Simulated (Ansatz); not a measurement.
Response to strain in hypothetical Fm-3m WSe2

The reference is WSe₂ (space group Fm-3m, No. 225; ferromagnetic; a hypothetical phase, not in the database extracts checked).

```
CELL_PARAMETERS angstrom
      0.00000     3.13109     3.13109
      3.13109     0.00000     3.13109
      3.13109     3.13109     0.00000
ATOMIC_POSITIONS crystal
  W  0.00000 0.00000 0.00000
  Se 0.25000 0.25000 0.25000
  Se 0.75000 0.75000 0.75000
```

Cartesian axes are those of the cell as printed.

Strains are applied to the cell and any free atomic positions relax; under stress the whole cell relaxes.

The values are results of plane-wave PAW DFT at the r2SCAN level (Ansatz, a program for electronic structure, 500 eV), scalar-relativistic without spin-orbit coupling, not measurements.

Notes on the quantities. energy relative to the base: free energy F.

```json
[
 {"change": "base", "pressure": "0.0 GPa", "energy relative to the base": "0 meV/atom", "volume per atom": "20.46 Å³", "space group": "Fm-3m (No. 225)", "largest site moment": "1.43 μB"},
 {"change": "isotropic strain −0.79 %", "pressure": "2.8 GPa", "energy relative to the base": "___", "volume per atom": "19.98 Å³", "space group": "Fm-3m (No. 225)", "largest site moment": "___"},
 {"change": "uniaxial strain ε_yy = −1.53 %", "pressure": "1.8 GPa", "energy relative to the base": "___", "volume per atom": "20.15 Å³", "space group": "I4/mmm (No. 139)", "largest site moment": "1.39 μB"},
 {"change": "uniaxial stress, 3 GPa tension along x", "pressure": "–", "energy relative to the base": "+2.9 meV/atom", "volume per atom": "___", "space group": "I4/mmm (No. 139)", "largest site moment": "1.44 μB"},
 {"change": "tensor shear ε_xy = +1.73 %", "pressure": "0.0 GPa", "energy relative to the base": "+2.4 meV/atom", "volume per atom": "20.46 Å³", "space group": "Immm (No. 71)", "largest site moment": "1.41 μB"}
]
```

Question: Complete the table.

Answer: 
- isotropic strain −0.79 %, energy relative to the base: +4.2 meV/atom
- isotropic strain −0.79 %, largest site moment: 1.38 μB
- uniaxial strain ε_yy = −1.53 %, energy relative to the base: +3.4 meV/atom
- uniaxial stress, 3 GPa tension along x, volume per atom: 20.65 Å³

The magnetic state is the one reached from the starting moments; the real material's order can differ, and small cells can't hold many antiferromagnetic ones. Without a gap, meshes like the base's 13×13×13 leave anisotropic stresses uncertain by several tenths of a GPa, and small strain energies with them. Stability under load was not tested beyond the relaxation.
